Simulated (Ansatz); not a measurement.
Tunnelling through a barrier is set by its complex band structure: the current falls as exp(−2κd) with the smallest κ.

Data:

```xyz
12
Lattice="5.0942 0.0000 0.0000 0.8762 5.2030 0.0000 0.0000 0.0000 5.1506" Properties=species:S:1:pos:R:3 pbc="T T T"
Hf     4.3077     3.6832     2.3593
Hf     1.6626     1.5197     2.7913
Hf     2.1007     4.1212     4.9346
Hf     3.8696     1.0817     0.2160
O      3.6694     5.0915     3.8245
O      2.3010     0.1114     1.3261
O      2.7390     2.7129     1.2492
O      3.2313     2.4900     3.9015
O      5.0493     1.8015     1.7036
O      0.9210     3.4014     3.4470
O      0.4829     0.8000     4.2789
O      5.4874     4.4030     0.8717
```

The cell is taken as given; by r2SCAN it stands under a pressure of 3.8 GPa.

Transport runs along the normal of the first two printed cell vectors.

No gap correction and no spin-orbit coupling; mid-gap is the computed energy nearest the middle.

### Question
Give the band gap and the smallest decay constant κ at mid-gap that r2SCAN (Ansatz, a quantum-chemistry and plane-wave program) yields.

### Answer
Gap 4.64 eV on a 6×6×6 mesh; κ = 0.378 1/Å, at the zone centre.
